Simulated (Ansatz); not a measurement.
Gap of an H-capped Ge nanowire along [100], 25 atoms a period besides the caps at several levels, all on one geometry.

Levels: PBE (plane waves to 420 eV, PAW; Ansatz, a first-principles code); PBE with spin-orbit coupling run with Ansatz; r2SCAN (plane waves to 500 eV, PAW; Ansatz). Unmarked values and the geometry are of the first. Mesh 1×1×6. No spin polarisation. Isolated but for its images some 11 Å away. An idealised model, cut from the bulk lattice. Symmetry and one short period hold its shape; lower forms weren't sought. Values not marked SOC lack spin–orbit coupling.

```csv
level,gap (eV)
PBE,2.52
PBE+SOC,2.47
r2SCAN,(withheld)
```

### Question
Complete the blanks.

### Answer

- r2SCAN, gap (eV): 2.85
